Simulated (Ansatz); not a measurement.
The starting structures come from a database of crystals and need not be the phases stable at ambient conditions.

 Where the default PAW files enter, the runs use the earlier of Ansatz's two default sets.

Data:

```
CELL_PARAMETERS angstrom
      6.38295     0.00000     0.00000
      0.00000     9.02685     0.00000
      3.19147     4.51342     3.19147
ATOMIC_POSITIONS crystal
  Rb 0.50000 0.75000 0.00000
  Rb 0.50000 0.25000 0.00000
  Na 0.00000 0.50000 0.00000
  Y  0.00000 0.00000 0.00000
  F  0.00000 0.75750 0.48500
  F  0.00000 0.24250 0.51500
  F  0.51500 0.75750 0.48500
  F  0.48500 0.24250 0.51500
  F  0.00000 0.75750 0.00000
  F  0.00000 0.24250 0.00000
```

Space group of this cell: Fm-3m. The cell is taken as given; by r2SCAN its mean pressure is -2.7 GPa.

Transport runs along the normal of the first two printed cell vectors, the (110) plane of the conventional cell.

The gap is the functional's own, uncorrected, and κ follows it; spin-orbit coupling is left out. Mid-gap values are interpolated between the computed energies.

Predict the band gap and the smallest decay constant κ at mid-gap from r2SCAN in Ansatz (a program for electronic structure).

Gap 7.27 eV on a 10×10×10 mesh; κ = 0.541 1/Å, at the zone centre.
